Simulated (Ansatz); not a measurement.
Structures of equal composition on the (111) surface of fcc Al: a layer of Pd in place of the second plane; a layer of Pd in place of the third plane. The slabs share one bottom face, and each structure is named by its start. These are constructed structures in small cells; real faces may alloy, dewet or reconstruct in larger ones, and not all known structures of the face are among them. Slabs of about 12 Å, Fermi-Dirac smearing of 0.1 eV. Bottom of the slabs: a bare face, its two planes held. Relaxed from the named starts with such symmetry as they have, on meshes of like density; energies extrapolated to zero smearing; spin only where a row says so; no spin-orbit coupling, no U. Brackets mark spin-polarised runs, whose order is one that fits the cell.

These are PBE (plane waves to 420 eV, PAW; Ansatz, a first-principles code) values and carry that method's errors.

Task: Rank these by energy per 1x1 cell (lowest first), as PBE gives it.

Result: a layer of Pd in place of the third plane (0.000 eV), a layer of Pd in place of the second plane (0.173 eV)
